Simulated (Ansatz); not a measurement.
Worked example: self-consistent single point of RbAsF6 (R3, 8 atoms in the cell) in Ansatz (a program for electronic structure).

Method: PBEsol, default PAW files made with PBE (plane waves; Ansatz).

```
RbAsF6
1.0
    3.70631     2.13984     2.46845
   -3.70631     2.13984     2.46845
    0.00000    -4.27968     2.46845
Rb As F
1 1 6
Direct
  0.50675   0.50675   0.50675
  0.00000   0.00000   0.00000
  0.07742   0.71201   0.79961
  0.92258   0.28799   0.20039
  0.79961   0.07742   0.71201
  0.20039   0.92258   0.28799
  0.71201   0.79961   0.07742
  0.28799   0.20039   0.92258
```

Reference input (self-consistent single point, DFT, PBEsol, plane waves, default PAW files made with PBE): basis.ecutwfc = 420 eV; kpoints.mp_grid.grid = 4 4 4; hamiltonian.xc = pbesol; hamiltonian.pseudopotentials = {kind: paw} (the program's default PAW files); scf.occupations.method = fermi_dirac; scf.occupations.width = 0.05 eV. This run's input differs from it in these lines:

Ansatz 0.2 input:
```diff
@@ -15,3 +15,3 @@
 basis:
-  ecutwfc: 420.0
+  ecutwfc: 335.0
 kpoints:
```

Output (repeated stretches shortened):

```
SCF iter   1: F=—  HF=-12834.459983 eV  |F-HF|=—  |Δ(HF+E_count)|=         —  Δρ=2.13e-2  dr2=2.07e-1  ethr=1.77e-3  ⟨swp⟩=6.1  Hψ=2495  notcnv=0
all-band conjugate gradients solve this SCF's bands
preconditioner: auto → Resta (q_TF=auto, 2.478 Å⁻¹)
SCF iter   2: F=—  HF=-12834.393566 eV  |F-HF|=—  |Δ(HF+E_count)|=   6.64e-2  Δρ=3.86e-3  dr2=4.24e-3  ethr=3.13e-4  ⟨swp⟩=2.1  Hψ=1090  notcnv=0  defer=33
SCF iter   3: F=—  HF=-12834.395681 eV  |F-HF|=—  |Δ(HF+E_count)|=   2.12e-3  Δρ=2.11e-3  dr2=8.18e-4  ethr=6.43e-6  ⟨swp⟩=2.1  Hψ=812  notcnv=0  defer=33
SCF iter   4: F=—  HF=-12834.396914 eV  |F-HF|=—  |Δ(HF+E_count)|=   1.23e-3  Δρ=3.54e-4  dr2=3.97e-5  ethr=1.24e-6  ⟨swp⟩=3.0  Hψ=1040  notcnv=0  defer=33
SCF iter   5: F=—  HF=-12834.396982 eV  |F-HF|=—  |Δ(HF+E_count)|=   6.74e-5  Δρ=4.62e-5  dr2=3.01e-6  ethr=6.01e-8  ⟨swp⟩=2.0  Hψ=929  notcnv=0  defer=33
SCF iter   6: F=-12834.396984 eV  HF=-12834.396984 eV  |F-HF|=1.03e-7  |Δ(HF+E_count)|=   2.30e-6  Δρ=8.60e-6  dr2=9.52e-8  ethr=1.52e-10  ⟨swp⟩=9.2  Hψ=2705  notcnv=0
SCF 1 converged in 6 iterations: F = -12834.396984 eV  dr2 = 9.52e-8
Free energy (F): -12834.396984 eV
Internal energy: -12834.396984 eV  (E = F + TS)
E sigma→0 (E₀):  -12834.396984 eV
Fermi energy:    3.773192 eV
--- Forces (eV/Å), atoms counted from 1 ---
  atom   1  Rb    -0.00000000    -0.00000001    -0.09527023
  atom   2  As     0.00000000     0.00000001     0.14055933
  atom   3  F      0.26419127     0.07778352    -0.22027403
  atom   4  F     -0.25271067    -0.07334946     0.20519382
  atom   5  F     -0.19945816     0.18990457    -0.22027404
  atom   6  F      0.18987784    -0.18217912     0.20519383
  atom   7  F     -0.06473312    -0.26768814    -0.22027401
  atom   8  F      0.06283283     0.25552861     0.20519380
--- Stress (GPa, compression-positive) ---
        2.589591       0.000002      -0.000000
       -0.000002       2.589591       0.000000
        0.000000       0.000000       2.742964
  P = ⅓ Tr σ = 2.6407 GPa (26.407 kbar)
  The stress holds the Pulay correction. Without it, at fixed plane waves, as pw.x and ABINIT print it: P = -10.8579 GPa
```

The run converged in 6 iterations. Against the reference run the free energy goes up by 151 meV/atom, the pressure goes from 2.46 to 2.64 GPa, the largest force goes from 0.312 to 0.353 eV/Å and the gap on the mesh hardly changes (5.722 to 5.723 eV).

The starting cell comes from a database of computed structures (which also holds hypothetical and non-ambient phases and stackings), without a prior relaxation at this level. Its lattice was rescaled by up to half a per cent. One atom was moved a little off its site on purpose. Ansatz's pressure includes its estimate of the finite-basis (Pulay) stress. Without the estimate this run gives -10.86 GPa. The cutoff lies below the one recommended for these files.
